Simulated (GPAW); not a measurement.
Sensitivity of a calculation on Ti3As2POs3 (Amm2, 9 atoms in the cell) to its settings

```
CELL_PARAMETERS angstrom
      2.96624     0.00000     0.00000
      0.00000     6.17278     3.53708
      0.00000    -6.17278     3.53708
ATOMIC_POSITIONS crystal
  Ti 0.50000 0.37084 0.37084
  Ti 0.50000 0.99994 0.62860
  Ti 0.50000 0.62860 0.99994
  P  0.50000 0.00094 0.00094
  As 0.00000 0.33372 0.66652
  As 0.00000 0.66652 0.33372
  Os 0.00000 0.71460 0.71460
  Os 0.00000 0.99917 0.28577
  Os 0.00000 0.28577 0.99917
```

Base run A: PBEsol, GPAW PAW datasets PBEsol (made by gpaw-setup) in GPAW, self-consistent single point.

Its settings: mode = pw; ecut = 850 eV; xc = PBEsol; kpts = 8 3 3; mesh shift (steps) = 0 0 0; occupations.name = marzari-vanderbilt; occupations.width = 0.1 eV; nbands = -17; convergence.forces = 0.001 eV/Å; symmetry.symmorphic = false; symmetry.tolerance = 0.0005; maxiter = 120.

The starting cell comes from a database of computed structures (which also holds hypothetical and non-ambient phases and stackings), without a prior relaxation at this level. Its lattice was rescaled by a random factor within 2.5 % of one. Spin polarisation is off; with an odd number of electrons in the cell that forces a metal, and a magnetic state may lie lower. In the base run, with a pressure of about -5 GPa the cell is away from its equilibrium volume at this level.

ΔF is the free energy per atom less that of run A. A dash stands where there is no value to compare (another energy zero or no entropy term, no result, no spin, no clean gap, or a mesh too coarse for one). Total energies depend on the potentials, the functional and any Hubbard or dispersion term, so they are compared only between runs that share all of them.

Run A gave: pressure (GPa) -5.39; largest force (eV/Å) 0.083; k-points 20.

Runs:
- B: xc: PBEsol → LDA; potentials: GPAW PAW datasets LDA (gpaw-data 1.0.1) [LDA (Perdew-Wang 92)]
- C: dispersion: default → d3bj_atm [PBEsol-D3(BJ)+ATM]
- D: ecut: 850 eV → 340 eV
- E: kpts: 8 3 3 → 11 5 5
- F: convergence.forces: 0.001 eV/Å → default; convergence.energy: default → 1e-06 eV/electron; convergence.density: default → 5e-05 e/electron; convergence.eigenstates: default → 1e-10
- G: kpts: 8 3 3 → 6 3 3
- H: eigensolver: default → {name: davidson, niter: 5}
- I: xc: PBEsol → PW91; potentials: GPAW PAW datasets PW91 (made by gpaw-setup) [PW91]
- J: mixer.beta: default → 0.05; mixer.nmaxold: default → 8

**Question.** What does run D change against A?

**Answer.** The free energy rises by 113 meV/atom, the pressure goes from -5.39 to -9.43 GPa and the largest force moves little (0.083 to 0.079 eV/Å).

**Question.** What does run C change against A?

**Answer.** The pressure goes from -5.39 to -10.89 GPa and the largest force moves little (0.083 to 0.082 eV/Å).

**Question.** What does run E change against A?

**Answer.** The free energy drops by 1.7 meV/atom, the pressure goes from -5.39 to -5.51 GPa and the largest force goes from 0.083 to 0.064 eV/Å.

```json
[
 {"run": "A", "ΔF (meV/atom)": "0.00", "pressure (GPa)": "-5.39", "largest force (eV/Å)": "0.083", "k-points": "20"},
 {"run": "B", "ΔF (meV/atom)": "–", "pressure (GPa)": "-10.07", "largest force (eV/Å)": "0.104", "k-points": "20"},
 {"run": "C", "ΔF (meV/atom)": "–", "pressure (GPa)": "-10.89", "largest force (eV/Å)": "0.082", "k-points": "20"},
 {"run": "D", "ΔF (meV/atom)": "112.5", "pressure (GPa)": "-9.43", "largest force (eV/Å)": "0.079", "k-points": "20"},
 {"run": "E", "ΔF (meV/atom)": "-1.69", "pressure (GPa)": "-5.51", "largest force (eV/Å)": "0.064", "k-points": "54"},
 {"run": "F", "ΔF (meV/atom)": "0.00", "pressure (GPa)": "-5.38", "largest force (eV/Å)": "0.082", "k-points": "20"},
 {"run": "G", "ΔF (meV/atom)": "-5.9", "pressure (GPa)": "-5.57", "largest force (eV/Å)": "0.052", "k-points": "16"},
 {"run": "H", "ΔF (meV/atom)": "0.00", "pressure (GPa)": "-5.39", "largest force (eV/Å)": "0.084", "k-points": "20"},
 {"run": "I", "ΔF (meV/atom)": "–", "pressure (GPa)": "1.34", "largest force (eV/Å)": "0.073", "k-points": "20"},
 {"run": "J", "ΔF (meV/atom)": "0.00", "pressure (GPa)": "-5.39", "largest force (eV/Å)": "0.081", "k-points": "20"}
]
```
